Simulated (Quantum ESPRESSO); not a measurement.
Troubleshooting Quantum ESPRESSO: a failed run on CsPbCl3 (Pm-3m, 5 atoms in the cell). The aim is a self-consistent single point with DFT, PBE, plane waves, GBRV 1.5 ultrasoft (PBE) pseudopotentials.

Cell that was meant: a = 5.6219 Å, b = 5.6219 Å, c = 5.6219 Å, α = 90.00°, β = 90.00°, γ = 90.00°.

Part of the input:

```fortran
  outdir = './tmp'
  pseudo_dir = './'
  tprnfor = .true.
  tstres = .true.
/
&SYSTEM
  ibrav = 0
```

Output, abridged:

```
     This program is part of the open-source Quantum ESPRESSO suite
     for quantum simulation of materials; please cite

 %%%%%%%%%%%%%%%%%%%%%%%%%%%%%%%%%%%%%%%%%%%%%%%%%%%%%%%%%%%%%%%%%%%%%%%%%%%%%%
     Error in routine  read_namelists (1):
      bad line in namelist &control: "  tstres = .true." (error could be in the previous line)
 %%%%%%%%%%%%%%%%%%%%%%%%%%%%%%%%%%%%%%%%%%%%%%%%%%%%%%%%%%%%%%%%%%%%%%%%%%%%%%

     stopping ...
```

Q: Read the log: what does the program object to, and what is the fix?

A: The fault is a keyword that the program does not know. The program does not know a key of this name. To fix it, use the program's own name for the key. The program stopped before any SCF iteration.

The sound input it was made from differs as follows (other fixes are possible):
```diff
-  tstres = .true.
+  tstress = .true.
```

With that input, the run converged in 9 iterations: free energy E − TS -4458.0905 eV; pressure 1.16 GPa (DFT, PBE, plane waves, GBRV 1.5 ultrasoft (PBE) pseudopotentials).

On the sound input: the starting cell comes from a database of computed structures (which also holds hypothetical and non-ambient phases and stackings), without a prior relaxation at this level. Its lattice was rescaled by a random factor within 2.5 % of one.
